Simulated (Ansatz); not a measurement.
Pressure series in GaP

The reference is GaP in the zinc blende structure (space group F-43m, No. 216).

```yaml
crystal:
  lattice:
    - [0.00000, 2.75302, 2.75302]
    - [2.75302, 0.00000, 2.75302]
    - [2.75302, 2.75302, 0.00000]
  atoms:
    - { symbol: P, position: [0.75000, 0.75000, 0.75000] }
    - { symbol: Ga, position: [0.00000, 0.00000, 0.00000] }
```

Cell and atoms are relaxed at each pressure.

Method: PBE (Ansatz, a program for electronic structure; PAW; 420 eV plane waves; no spin-orbit coupling).

Computed cases, in order: pressure −2 GPa; pressure −1 GPa; 0 GPa (base); pressure 0.3 GPa; pressure 0.7 GPa; pressure 1.5 GPa; pressure 3 GPa; pressure 5 GPa; pressure 7.5 GPa; pressure 10 GPa.

Problem. Between which two neighbouring cases does the gap turn between direct and indirect?

Solution. Between 0 GPa (base) (1.58 eV, direct at Γ) and pressure 0.3 GPa (1.59 eV, indirect, Γ → L). The whole series: pressure −2 GPa: 1.36 eV, direct at Γ; pressure −1 GPa: 1.47 eV, direct at Γ; 0 GPa (base): 1.58 eV, direct at Γ; pressure 0.3 GPa: 1.59 eV, indirect, Γ → L; pressure 0.7 GPa: 1.61 eV, indirect, Γ → L; pressure 1.5 GPa: 1.61 eV, indirect, Γ → Γ–X (87 % along); pressure 3 GPa: 1.58 eV, indirect, Γ → Γ–X (87 % along); pressure 5 GPa: 1.54 eV, indirect, Γ → Γ–X (87 % along); pressure 7.5 GPa: 1.50 eV, indirect, Γ → Γ–X (87 % along); pressure 10 GPa: 1.45 eV, indirect, Γ → Γ–X (87 % along).

Load acts through the strain it causes; cell and atoms are relaxed under it. Whether these cells are dynamically stable was not tested. Tetrahedral semiconductors of this kind turn to denser phases somewhere between about 1 and 50 GPa; those were not computed, so compressed cells here can lie past the real transition. The real GaP has an indirect gap at ambient pressure; PBE orders its close-lying valleys differently.
